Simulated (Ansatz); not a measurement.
# AlP (model structure, within 0.1 Å of P6₂22, No. 180, 6 atoms in the cell)

All values below come from LDA in Ansatz (plane waves, PAW).

Numerical settings: plane-wave cutoff 520 eV, 18×18×8 k mesh (along the axes of the cell as run), Fermi–Dirac smearing 0.05 eV, scalar-relativistic PAW data made under PBE.

Cell (relaxed at this level):

AlP has the hexagonal space group P6₂22 (No. 180), Pearson symbol hP6. Cell: a = 3.799 Å, b = 3.799 Å, c = 8.572 Å, α = 90.00°, β = 90.00°, γ = 120.00°. Al on 3d sees 4 P at 2.377 Å. P on 3c has 4 Al at 2.377 Å. (Neighbours: up to the widest gap in distance over summed covalent radii, below 1.35, at either atom; cation-cation and far metal-metal contacts left out.)

```yaml
band_gap: 0.83 eV (indirect)
smallest_direct_gap_on_the_k_points_sampled: 1.95 eV
direct gap at Γ: 2.04 eV
```

Computing time: very roughly 110 core-seconds.

A model structure was made by putting elements into a prototype or built by hand; it is no filed structure, need not be a known phase, and can be a saddle point held by its symmetry.

Ansatz is a quantum-chemistry and plane-wave program.
